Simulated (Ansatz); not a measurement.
An Ansatz (a quantum-chemistry and plane-wave program) input (PBEsol+U (U_eff on d states: Co 3.32 eV) in Ansatz (plane waves to 420 eV, PAW, spin-orbit coupling left out)):

Ansatz 0.2 input:
```yaml
crystal:
  lattice:
    - [1.4089816803, 0.8134759524, 5.8743905058]
    - [-1.4089816803, 0.8134759524, 5.8743905058]
    - [0, -1.6269519048, 5.8743905058]
  atoms:
    - { symbol: Pd, position: [0, 0, 0] }
    - { symbol: Co, position: [0.5, 0.5, 0.5] }
    - { symbol: O, position: [0.1120616233, 0.1120616233, 0.1120616233] }
    - { symbol: O, position: [0.8879383767, 0.8879383767, 0.8879383767] }
basis: { ecutwfc: 420, ecutrho_ratio: 4, xc_grid: 2, fft_grid_basis: typed }
kpoints: { mp_grid: { grid: [17, 17, 17] } }
hamiltonian:
  xc: pbesol
  dispersion: none
  pseudopotentials: { kind: paw }
  hubbard:
    projectors: ortho-atomic
    sites:
      - { species: Co, l: d, u_eff: 3.32 }
scf: { occupations: { method: fermi_dirac, width: 0.05 }, convergence: { dr2_threshold: 0.0000000004 } }
output: { forces: true, stress: true }
```

Q: Which symmetry and how many k-points will the program report, and about how many plane waves at Γ?

A: Space group R-3m (ITA 166) with 12 operations, k-points 489 of 4913, and 793 plane waves at Γ.

No phonon test of stability was made. Seeded moments were not kept for the base. The final runs are not spin-polarised. An odd electron count without spin: CoPdO2. The cell is CoPdO2 (space group R-3m, No. 166; non-magnetic). The U values are a database's picks, fitted on other projectors than the ortho-atomic ones used here.
